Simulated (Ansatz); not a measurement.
A user runs Ansatz (a first-principles code) on Tl2S (Pn-3m, 6 atoms in the cell) and asks whether the run is sound. The aim is a self-consistent single point with DFT, PBE, plane waves, default PAW files.

Cell that was meant: a = 7.1267 Å, b = 7.1267 Å, c = 7.1267 Å, α = 90.00°, β = 90.00°, γ = 90.00°.

Part of the input:

```yaml
# Tl2S
crystal:
  lattice:
    - [13.467564, 0.000000, 0.000000]
    - [0.000000, 13.467564, 0.000000]
    - [0.000000, 0.000000, 13.467564]
  atoms:
    - { symbol: Tl, position: [0.750000, 0.750000, 0.750000] }
    - { symbol: Tl, position: [0.750000, 0.250000, 0.250000] }
```

Output (repeated stretches shortened):

```
WARN basis.ecutwfc = 420 eV, the default
WARN ansatz: RAYON_NUM_THREADS=1 ignored (pool sized by the plan → 1); use --threads N
   [... lines left out ...]
Symmetry: 48 space group operations
Space group: Pn-3m (ITA 224), of the structure as read, at distance tolerance 1.3e-4 Å
k-points: 4 of 27
Initial density: superposition of atomic densities (neutral atoms: chi_scale 0, normalization atom), corrected by the library's trained network
Initial wavefunctions: pseudopotential atomic-orbital guess
Eigensolver: davidson
Functional: x = pbe(κ = 0.804, μ = 0.2195149727645171), c = pbe(β = 0.06672455060314922)
SCF iter   1: F=—  HF=-47582.376822 eV  |F-HF|=—  |Δ(HF+E_count)|=         —  Δρ=1.63e-2  dr2=3.85e1  ethr=1.77e-3  ⟨swp⟩=3.0  Hψ=420  notcnv=0
all-band conjugate gradients solve this SCF's bands
preconditioner: auto → Resta (q_TF=auto, 1.487 Å⁻¹)
   [... lines left out ...]
SCF iter  17: F=—  HF=-47569.279114 eV  |F-HF|=—  |Δ(HF+E_count)|=   1.80e-5  Δρ=1.33e-5  dr2=3.07e-5  ethr=3.38e-7  ⟨swp⟩=1.0  Hψ=184  notcnv=0
SCF iter  18: F=—  HF=-47569.279358 eV  |F-HF|=—  |Δ(HF+E_count)|=   2.44e-4  Δρ=2.00e-6  dr2=6.73e-7  ethr=4.79e-8  ⟨swp⟩=1.0  Hψ=184  notcnv=0
SCF iter  19: F=-47569.279358 eV  HF=-47569.279358 eV  |F-HF|=3.11e-9  |Δ(HF+E_count)|=   1.60e-8  Δρ=1.54e-7  dr2=5.96e-9  ethr=1.56e-10  ⟨swp⟩=5.2  Hψ=620  notcnv=0
SCF 1 converged in 19 iterations: F = -47569.279358 eV  dr2 = 5.96e-9
Free energy (F): -47569.279358 eV
Internal energy: -47568.133262 eV  (E = F + TS)
E sigma→0 (E₀):  -47568.706310 eV
Entropy (-TS):   -1.146096 eV (-191.016 meV/atom)
Fermi energy:    -2.380733 eV
--- Forces (eV/Å), atoms counted from 1 ---
  atom   1  Tl     0.00000000     0.00000000     0.00000000
   [... zero for the other atoms too ...]
--- Stress (GPa, compression-positive) ---
       -0.142919      -0.000000       0.000000
       -0.000000      -0.142919       0.000000
        0.000000       0.000000      -0.142919
  P = ⅓ Tr σ = -0.1429 GPa (-1.429 kbar)
  The stress holds the Pulay correction. Without it, at fixed plane waves, as pw.x and ABINIT print it: P = -0.1448 GPa
```

Can these results be used? Check the input.

The run is not sound. The fault is this: lattice typed in bohr, read as angstrom. 1 bohr is 0.529 Å, so a mix-up scales every length by 1.89 or 0.529 and the volume by 6.75 or 0.148. To fix it, give the lengths in the unit that the key or card expects. The run converged in 19 iterations without an error; against the sound input the free energy rises by 1.74 eV/atom and the pressure goes from -1.23 to -0.14 GPa.

The sound input it was made from differs as follows (other fixes are possible):
```diff
-    - [13.467564, 0.000000, 0.000000]
-    - [0.000000, 13.467564, 0.000000]
-    - [0.000000, 0.000000, 13.467564]
+    - [7.126728, 0.000000, 0.000000]
+    - [0.000000, 7.126728, 0.000000]
+    - [0.000000, 0.000000, 7.126728]
```

With that input, the run converged in 8 iterations: free energy E − TS (on the zero of these files) -47579.7170 eV; gap on the k-point mesh 0.43 eV; pressure -1.23 GPa (DFT, PBE, plane waves, default PAW files).

On the sound input: the starting cell was generated: these elements placed on a structure prototype, without a prior relaxation; it need not be a known phase or ordering of this composition. Its lattice was rescaled by a random factor within 2.5 % of one. Spin-orbit coupling is off. Ansatz's pressure includes its estimate of the finite-basis (Pulay) stress.

Keys are those of Ansatz 0.2.
